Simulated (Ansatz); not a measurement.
# Pressure series in BAs

Start from BAs in the zinc blende structure (space group F-43m, No. 216; a = 4.7679 Å).

Cell and atoms are relaxed at each pressure.

All numbers come from DFT with PBEsol, PAW potentials and a 420 eV plane-wave cutoff in Ansatz (an electronic-structure program), no spin-orbit coupling.

Candidates:
(a) pressure 2.1 GPa
(b) pressure 0.9 GPa
(c) pressure 30 GPa

Before the change:

```
Item                            Result
-----------------------------  -------
Width of the top valence band  5.27 eV
```

Order them by width of the top valence band, lowest first.

(b) pressure 0.9 GPa (5.31 eV), (a) pressure 2.1 GPa (5.36 eV), (c) pressure 30 GPa (6.26 eV)

The levels and masses belong to the bands next to the band gap. Load acts through the strain it causes; cell and atoms are relaxed under it. No phonon test of stability was made. No other phases were tried under pressure.
